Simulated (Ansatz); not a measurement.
# Effect of isotropic strain −1.00 % on InSb

The reference is InSb in the zinc blende structure (space group F-43m, No. 216; a = 6.450 Å).

One thing is altered: every lattice vector is shortened by 1.00 %; the atoms relax in the strained cell.

Level of theory: LDA, PAW, 420 eV (Ansatz, a first-principles code; no spin-orbit coupling). k-mesh 13×13×13 (Γ-centred); smearing 0.05 eV (Fermi–Dirac).

The volume per atom decreases by 1.00 Å³, from 33.54 Å³ to 32.54 Å³ and the space group remains F-43m (No. 216). The energy increases by 4.6 meV/atom and the pressure goes from zero to 1.5 GPa. The band gap remains zero.

Final structure:

```yaml
crystal:
  lattice:
    - [0.00000, 3.19260, 3.19260]
    - [3.19260, 0.00000, 3.19260]
    - [3.19260, 3.19260, 0.00000]
  atoms:
    - { symbol: In, position: [0.00000, 0.00000, 0.00000] }
    - { symbol: Sb, position: [0.25000, 0.25000, 0.25000] }
```

With Sb present, leaving out spin-orbit coupling can change the band edges. Stability against distortions was not tested. The final runs are not spin-polarised. The zero or small gap of InSb can change with the level of theory.
